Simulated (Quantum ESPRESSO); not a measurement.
## Parameter sweep on CaBi2O6 (Pmn2_1, 18 atoms in the cell)

```
CELL_PARAMETERS angstrom
      8.16907     0.00000     0.00000
      0.00000     5.91558     0.00000
      0.00000     0.00000     5.67183
ATOMIC_POSITIONS crystal
  Ca 0.50000 0.32759 0.52178
  Ca 0.00000 0.67241 0.02178
  Bi 0.25016 0.76304 0.50415
  Bi 0.24984 0.23696 0.00415
  Bi 0.74984 0.76304 0.50415
  Bi 0.75016 0.23696 0.00415
  O  0.68930 0.06934 0.67956
  O  0.81070 0.93066 0.17956
  O  0.31070 0.06934 0.67956
  O  0.18930 0.93066 0.17956
  O  0.30321 0.53895 0.79641
  O  0.19679 0.46105 0.29641
  O  0.69679 0.53895 0.79641
  O  0.80321 0.46105 0.29641
  O  0.50000 0.22140 0.12675
  O  0.00000 0.77860 0.62675
  O  0.50000 0.70824 0.40182
  O  0.00000 0.29176 0.90182
```

Base run A: PBEsol, PseudoDojo standard norm-conserving (PBESOL) pseudopotentials in Quantum ESPRESSO, self-consistent single point.

Its settings: ecutwfc = 85 Ry; occupations = smearing; smearing = fd; degauss = 0.0036749 Ry; potentials = {Ca: Ca.upf, Bi: Bi.upf, O: O.upf}; K_POINTS = automatic 2 3 3 0 0 0; conv_thr = 1e-11 Ry; mixing_beta = 0.3.

The starting cell comes from a database of computed structures (which also holds hypothetical and non-ambient phases and stackings), without a prior relaxation at this level. Spin-orbit coupling is off. In the base run, with a pressure of about -6 GPa the cell is away from its equilibrium volume at this level.

ΔF is the free energy per atom less that of run A. 

```json
[
 {"run": "A", "K_POINTS": "automatic 2 3 3 0 0 0", "ΔF (meV/atom)": "0.00", "pressure (GPa)": "-5.87", "largest force (eV/Å)": "0.233", "gap on the mesh (eV)": "0.440", "k-points": "8"},
 {"run": "B", "K_POINTS": "automatic 2 3 3 1 1 1", "ΔF (meV/atom)": "0.38", "pressure (GPa)": "-5.95", "largest force (eV/Å)": "0.243", "gap on the mesh (eV)": "0.752", "k-points": "4"},
 {"run": "C", "K_POINTS": "automatic 3 3 3 0 0 0", "ΔF (meV/atom)": "0.25", "pressure (GPa)": "-5.90", "largest force (eV/Å)": "0.239", "gap on the mesh (eV)": "0.438", "k-points": "8"},
 {"run": "D", "K_POINTS": "automatic 3 3 3 1 1 1", "ΔF (meV/atom)": "0.10", "pressure (GPa)": "-5.92", "largest force (eV/Å)": "0.237", "gap on the mesh (eV)": "0.702", "k-points": "8"},
 {"run": "E", "K_POINTS": "automatic 3 4 4 1 1 1", "ΔF (meV/atom)": "0.10", "pressure (GPa)": "-5.90", "largest force (eV/Å)": "0.237", "gap on the mesh (eV)": "0.631", "k-points": "8"},
 {"run": "F", "K_POINTS": "automatic 2 3 3 0 0 1", "ΔF (meV/atom)": "0.02", "pressure (GPa)": "-5.87", "largest force (eV/Å)": "0.231", "gap on the mesh (eV)": "0.542", "k-points": "8"}
]
```

Run E against A: The free energy is nearly the same (within 1 meV/atom), the pressure hardly changes (-5.87 to -5.90 GPa), the largest force moves little (0.233 to 0.237 eV/Å) and the gap on the mesh goes from 0.440 to 0.631 eV.

Run F against A: The free energy is nearly the same (within 1 meV/atom), the pressure stays at -5.87 GPa, the largest force hardly changes (0.233 to 0.231 eV/Å) and the gap on the mesh goes from 0.440 to 0.542 eV.

Run D against A: The free energy is nearly the same (within 1 meV/atom), the pressure hardly changes (-5.87 to -5.92 GPa), the largest force hardly changes (0.233 to 0.237 eV/Å) and the gap on the mesh goes from 0.440 to 0.702 eV.
